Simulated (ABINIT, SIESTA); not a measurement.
A SIESTA input for a self-consistent single point of RbBr (Fm-3m, 2 atoms in the cell) (DFT, GGA PBEsol, numerical atomic orbitals DZP, PseudoDojo PBEsol standard norm-conserving potentials (rewritten from UPF to PSML)):

```
# files in the folder: Rb.psml Br.psml (PseudoDojo PBEsol standard)
SystemName  RbBr
SystemLabel rbbr

NumberOfAtoms                2
NumberOfSpecies              2
%block ChemicalSpeciesLabel
  1 37 Rb
  2 35 Br
%endblock ChemicalSpeciesLabel
LatticeConstant              1.0 Ang
%block LatticeVectors
     0.000000000    3.452494000    3.452494000
     3.452494000    0.000000000    3.452494000
     3.452494000    3.452494000    0.000000000
%endblock LatticeVectors
AtomicCoordinatesFormat      Bohr
%block AtomicCoordinatesAndAtomicSpecies
     0.000000000    0.000000000    0.000000000  1
     6.524268107    6.524268107    6.524268107  2
%endblock AtomicCoordinatesAndAtomicSpecies

XC.functional                GGA
XC.authors                   PBEsol
PAO.BasisSize                DZP
PAO.EnergyShift              0.01 Ry
MeshCutoff                   350 Ry
%block kgrid.MonkhorstPack
    7   0   0  0.0
    0   7   0  0.0
    0   0   7  0.0
%endblock kgrid.MonkhorstPack
OccupationFunction           FD
ElectronicTemperature        10 K

MaxSCFIterations             150
SCF.Mixer.Method             Pulay
SCF.Mixer.Weight             0.25
SCF.Mixer.History            8
SCF.DM.Tolerance             1.0E-05
Diag.ParallelOverK           true
WriteForces                  true
Charge.Mulliken              end
```

Problem. Translate this input to ABINIT.

Solution. One input that does it (others would too):

```
# RbBr, JTH v2.0 PBE PAW
pp_dirpath "./"
pseudos "Rb.GGA_PBE-JTH.xml, Br.GGA_PBE-JTH.xml"
acell 4.8825638388 4.8825638388 4.8825638388 Angstrom
rprim
         0.0000000000    0.7071067812    0.7071067812
         0.7071067812    0.0000000000    0.7071067812
         0.7071067812    0.7071067812    0.0000000000
natom 2
ntypat 2
znucl 37 35
typat 1 2
xcart
         0.0000000000    0.0000000000    0.0000000000
         3.4524940000    3.4524940000    3.4524940000
      Angstrom
ecut 40 Ry
pawecutdg 80 Ry
pawxcdev 0
ixc -116133
occopt 1
nband 11
kptopt 1
ngkpt 7 7 7
nshiftk 1
shiftk 0 0 0
nstep 60
tolvrs 1.0e-12
diemac 6
prtwf 0
prtden 0
enunit 2
```

Basis, cutoffs, solver keys and any potentials are the target program's own. This input uses DFT, PBEsol, plane waves, PAW (JTH v2.0 PBE PAW, files made for PBE). Both were run: pressure -0.38 GPa in SIESTA and -0.27 in ABINIT; gap on the mesh 4.080 eV in SIESTA and 4.155 in ABINIT.

On SIESTA: the starting cell comes from a database of computed structures (which also holds hypothetical and non-ambient phases and stackings), without a prior relaxation at this level. Its lattice was rescaled by a random factor within 2.5 % of one. Values carry the incompleteness of an atom-centred basis. The basis of the alkali or alkaline-earth atoms may lack their empty d shell, which can raise the gap.

On ABINIT: the starting cell comes from a database of computed structures (which also holds hypothetical and non-ambient phases and stackings), without a prior relaxation at this level. Its lattice was rescaled by a random factor within 2.5 % of one. The potentials were made for another functional than the one used.
